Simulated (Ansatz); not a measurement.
TlBr (Fm-3m, No. 225, 2 atoms in the cell; start mp-568560; metastable phase)

These are HSE06 (PAW; Ansatz, a first-principles code) values and carry that method's errors.

Numerical settings: plane-wave cutoff 460 eV, 6×6×6 k mesh, Fermi–Dirac smearing 0.01 eV, scalar-relativistic PAW data made under PBE.

Cell (relaxed with PBEsol):

```cif
data_Br4Tl4
_chemical_formula_sum 'Tl4 Br4'
_space_group_name_H-M_alt 'Fm-3m'
_space_group_IT_number 225
_space_group_name_Hall '-F 4 2 3'
_cell_length_a 6.55977
_cell_length_b 6.55977
_cell_length_c 6.55977
_cell_angle_alpha 90.000
_cell_angle_beta 90.000
_cell_angle_gamma 90.000
loop_
_atom_site_label
_atom_site_type_symbol
_atom_site_symmetry_multiplicity
_atom_site_Wyckoff_symbol
_atom_site_fract_x
_atom_site_fract_y
_atom_site_fract_z
_atom_site_occupancy
Tl1 Tl 4 a 0.00000 0.00000 0.00000 1
Br1 Br 4 b 0.50000 0.50000 0.50000 1
```
(The calculation used a cell of 2 atoms; values per cell refer to that cell.)

| Item | Value |
|---|---|
| band gap | 2.63 eV (on the SCF k mesh) |
| direct gap at Γ | 9.51 eV |

Note: cell and atoms aren't relaxed at this level (pressure 1.8 GPa).

Spin–orbit coupling is not included; with these elements it can move the gap by several tenths of an eV or more.

Static lattice: no zero-point or thermal effects.

The result took roughly 90 core-seconds.

A start named mp-… is a Materials Project structure, which need not be a measured phase.
